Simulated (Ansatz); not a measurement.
Level of theory: PBE (plane waves to 420 eV, PAW; Ansatz, an electronic-structure program).

Planar average of the electrostatic potential across the slab, in eV from the Fermi level, for Sn on the 1x1 (111) surface of fcc Pt, one in a 3x3 cell, started at the site 'hollow Pt-Pt-Pt over Pt at depth 2.3 Å':

```csv
z (Å),V (eV)
5.20,5.67
5.49,5.67
5.78,5.67
6.07,5.67
6.36,5.67
6.64,5.65
6.93,5.63
7.22,5.58
7.51,5.45
7.80,5.17
8.09,4.53
8.38,3.04
8.67,-0.72
8.96,-9.45
9.24,-18.82
9.53,-23.28
9.82,-20.45
10.11,-11.97
10.40,-2.97
10.69,0.24
10.98,-2.12
11.27,-10.51
11.56,-19.50
11.84,-23.56
12.13,-20.53
12.42,-12.05
12.71,-3.20
13.00,-0.18
13.29,-2.95
13.58,-11.66
13.87,-20.27
14.16,-23.56
14.44,-19.75
14.73,-10.87
15.02,-2.32
15.31,0.33
15.60,-2.37
15.89,-10.99
16.18,-19.80
16.47,-23.37
16.76,-19.67
17.04,-10.71
17.33,-1.76
17.62,2.01
17.91,2.97
18.20,3.46
18.49,3.85
18.78,3.78
19.07,3.49
19.36,3.68
19.64,4.23
19.93,4.53
20.22,4.67
20.51,4.74
20.80,4.77
21.09,4.78
21.38,4.79
21.67,4.79
21.96,4.79
22.24,4.79
22.53,4.80
22.82,4.80
```

Model: 37-atom slab, 6.9 Å thick at the start under the adsorbate (thin: gaps and levels are the slab's own), 4x4x1 mesh, Fermi-Dirac 0.1 eV, dipole correction, 18 atoms held, the rest relaxed; symmetry of the start imposed; no spin, no spin-orbit, no U, no dispersion correction. At the end it is bonded to 3 Pt. In PBE it is, or lies within 0.03 eV of, the lowest of the starts that converged.

### Question
The surface cell has an area of 61.42 Å². What dipole along the normal does the step between the two vacuum levels imply?

### Answer
the top vacuum level lies 0.88 eV below the bottom one; p = −ε₀ A ΔV (ε₀ = 0.005526 e/(V·Å)) gives 0.30 e·Å a cell.
